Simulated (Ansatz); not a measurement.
Al (Fm-3m), PBE, DFPT electron-phonon coupling, linearised Boltzmann equation in Ansatz (a first-principles code): Condition of this run: functional PBE. phonon-limited resistivity 2.45 μΩ·cm at 300 K, 3.40 μΩ·cm at 400 K, current-weighted mean free path 22 nm, Drude plasma energy 12.43 eV.

Problem. What is the classical skin depth at 1 GHz (nonmagnetic, μ₀ = 1.257×10⁻⁶ H/m)?

Solution. δ = √(ρ/(π f μ₀)) = 2490 nm.

Problem. What Drude relaxation time do resistivity and plasma energy imply?

Solution. ω_p = 1.89e16 s⁻¹, so τ = 1/(ε₀ ω_p² ρ) = 12.9 fs, a damping ħ/τ of 50.9 meV.

Problem. What temperature coefficient of resistance follows, and how does it compare with 1/T?

Solution. (ρ₄₀₀ − ρ₃₀₀)/(100 K × ρ₃₀₀) = 3.88×10⁻³ K⁻¹, against 1/T = 3.33×10⁻³ K⁻¹ for a resistivity proportional to T. It lies higher because phonons are still being populated at 300 K; impurities would add a constant and lower it.

A metal at this level (no band gap). Only scattering by harmonic phonons is included (no impurities, grain boundaries, electron-electron scattering or thermal expansion). Spin-orbit coupling is left out. The run warned that the eigensolver left some states short of its tolerance. Halving the electron mesh (36x36x36) moves the resistivity by up to 1 % at 300 K, the mean free path by up to 2 %. Smearing 0.20 eV; phonons on a 6x6x6 q mesh, which this run doesn't test.
